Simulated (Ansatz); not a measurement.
## PbS (model structure, started from the zincblende type, F-43m, No. 216, 2 atoms in the cell)

These are PBE0 (PAW; Ansatz, a first-principles code) values and carry that method's errors.

Numerical settings: plane-wave cutoff 460 eV, 6×6×6 k mesh, Fermi–Dirac smearing 0.01 eV, scalar-relativistic PAW data made under PBE.

Cell (relaxed with PBEsol):

```
CELL_PARAMETERS angstrom
      0.00000     3.27151     3.27151
      3.27151     0.00000     3.27151
      3.27151     3.27151     0.00000
ATOMIC_POSITIONS crystal
  S  0.75000 0.75000 0.75000
  Pb 0.00000 0.00000 0.00000
```

```json
{
 "band_gap": "1.86 eV",
 "smallest_direct_gap_on_the_k_points_sampled": "2.44 eV",
 "direct gap at Γ": "5.92 eV"
}
```

Note: the relaxation could raise the start's symmetry but not lower it, so the cell can be a saddle point; cell and atoms aren't relaxed at this level (pressure 1.2 GPa).

Spin–orbit coupling is not included; with these elements it can move the gap by several tenths of an eV or more.

It cost roughly 2.4 core-minutes of CPU time.

A model structure was made by putting elements into a prototype or built by hand; it is no filed structure, need not be a known phase, and can be a saddle point held by its symmetry.
